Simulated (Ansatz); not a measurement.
The starting structures come from a database of crystals and need not be the phases stable at ambient conditions.

The decay constant κ of evanescent states in the gap governs leakage through a thin film.

Input:

```yaml
crystal:
  lattice:
    - [5.99455, -0.01946, -0.00476]
    - [0.95912, 5.91567, -0.02229]
    - [2.99791, -1.41971, 4.99319]
  atoms:
    - { symbol: Rh, position: [0.83340, 0.00000, 0.83340] }
    - { symbol: Rh, position: [0.16660, 0.00000, 0.16660] }
    - { symbol: Cl, position: [0.07867, 0.22946, 0.57175] }
    - { symbol: Cl, position: [0.92133, 0.77054, 0.42825] }
    - { symbol: Cl, position: [0.57175, 0.77054, 0.07867] }
    - { symbol: Cl, position: [0.42825, 0.22946, 0.92133] }
    - { symbol: Cl, position: [0.22214, 0.76885, 0.77786] }
    - { symbol: Cl, position: [0.77786, 0.23115, 0.22214] }
```

Space group of this cell: C2/m. The cell was relaxed by PBE-D3(BJ).

Transport runs along the normal of the first two printed cell vectors.

The gap is the functional's own. No spin-orbit coupling. Mid-gap values are interpolated on the energy grid.

Estimate the band gap and the smallest decay constant κ at mid-gap that Ansatz (a first-principles code) with r2SCAN returns for this system.

Gap 1.80 eV on a 6×6×6 mesh; κ = 0.362 1/Å, at (0.167, 0.333) of the in-plane reciprocal vectors. At the zone centre, at the nearest computed energy, the slowest state has κ = 0.38 1/Å.
